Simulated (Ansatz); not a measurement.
**GaP: response to strain**

Take GaP in the zinc blende structure (space group F-43m, No. 216; a = 5.451 Å) as the base.

Strains are applied to the cell and any free atomic positions relax.

Calculations: r2SCAN/PAW in Ansatz (an electronic-structure program), spin-orbit coupling left out.

| isotropic strain (%) | pressure (GPa) |
|---|---|
| 0 | 0.0 |
| 0.5 | -1.3 |
| 1 | ? |
| 1.5 | -3.5 |
| 2 | -4.6 |
| 2.5 | -5.5 |
| 3 | -6.4 |

Q: Fit P = P₀ − Bδ + Cδ² with δ = (1 + ε)³ − 1 to the rows shown and predict the withheld row.

A: Least squares on the printed values gives P₀ = 0.0 GPa, B = 85.1 GPa, C = 177 GPa (largest residual 0.0 GPa); this predicts -2.4 GPa, and the run gives -2.4 GPa, in agreement.

Stability against distortions was not tested.
